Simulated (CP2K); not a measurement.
Band structure of SrP₂Os₂ (I4/mmm, 5 atoms in the cell).

```
Sr(POs)2
1.0
    6.38114     0.00000     0.00000
    3.79942     5.12673     0.00000
   -5.09028    -2.56337     2.87005
Sr P Os
1 2 2
Direct
  0.00000   0.00000   0.00000
  0.34985   0.34985   0.00000
  0.65015   0.65015   0.00000
  0.75000   0.25000   0.50000
  0.25000   0.75000   0.50000
```

Level of theory: PBEsol, GPW, DZVP-MOLOPT-SR-GTH basis, GTH-PBE potentials (GTH_POTENTIALS) run with CP2K.

Settings: CUTOFF = 500 Ry; REL_CUTOFF = 60 Ry; SMEAR/METHOD = FERMI_DIRAC; ELECTRONIC_TEMPERATURE = 1160.45 K; KPOINTS/SCHEME = MONKHORST-PACK 7 7 7; XC_FUNCTIONAL = PBE:PBESOL; Sr/BASIS_SET = DZVP-MOLOPT-SR-GTH-q10; Sr/POTENTIAL = GTH-PBE-q10; P/BASIS_SET = DZVP-MOLOPT-SR-GTH-q5; P/POTENTIAL = GTH-PBE-q5; Os/BASIS_SET = DZVP-MOLOPT-SR-GTH-q16; Os/POTENTIAL = GTH-PBE-q16; METHOD = GPW; EPS_DEFAULT = 1e-10.

The starting cell comes from a database of computed structures (which also holds hypothetical and non-ambient phases and stackings), without a prior relaxation at this level. Spin-orbit coupling is off. Spin polarisation is off. Values carry the incompleteness of an atom-centred basis. The potentials were made for another functional than the one used.

Levels in eV from the Fermi level, bands 23 to 28:
```tsv
point	23	24	25	26	27	28
Γ	-1.10	-0.17	-0.02	-0.02	1.29	1.83
X	-3.00	-1.18	-1.01	-0.92	-0.73	-0.71
Y	-2.95	-1.44	-0.88	-0.78	-0.76	-0.36
S	-2.29	-2.26	-1.73	-0.12	1.00	1.78
Z	-0.11	-0.03	0.37	0.37	0.44	2.17
S1	-2.29	-2.26	-1.73	-0.12	1.00	1.78
N	-2.62	-2.46	-1.30	-0.92	1.35	1.65
P	-3.03	-1.05	-1.05	-1.03	-0.73	-0.72
Y1	-2.95	-1.44	-0.88	-0.78	-0.76	-0.36
```

Bands cross the Fermi level along this path, so the cell is metallic at this level.

Higher empty bands are left out: an atom-centred basis made for the valence describes them poorly.
